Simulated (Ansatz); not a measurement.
For BeS (model structure, started from the rocksalt type, Fm-3m, No. 225, 2 atoms in the cell), PBEsol (plane waves, PAW; Ansatz, a quantum-chemistry and plane-wave program) gives:

| Quantity | Value |
|---|---|
| equilibrium lattice constant a | 4.590 Å |
| bulk modulus | 114 GPa |
| cohesive energy | 4.29 eV/atom |
| band gap | 0.94 eV |

**Question.** What does r²SCAN in Ansatz (plane waves, PAW) give for the same quantities?

**Answer.** 
- lattice constant a: 4.634 Å (rises by 1.0 %)
- bulk modulus: 111 GPa (falls by 2.6 %)
- cohesive energy: 3.98 eV/atom (drops by 0.31 eV/atom)
- band gap: 1.33 eV (rises by 0.39 eV)

Changes are worked out from the printed values.

Unless a cell is named, each level is at its own relaxed cell (PBEsol 12.09, r²SCAN 12.44 Å³/atom).

Density-functional gaps are differences of (generalised) Kohn–Sham levels.

Caveats: the bulk modulus is −V dP/dV from two relaxed cells at ±2 % in volume (PBEsol, r²SCAN). Ansatz's density-functional and Hartree–Fock values are scalar-relativistic unless marked +SOC, with PAW data made under PBE.

A model structure was made by putting elements into a prototype or built by hand; it is no filed structure, need not be a known phase, and can be a saddle point held by its symmetry.
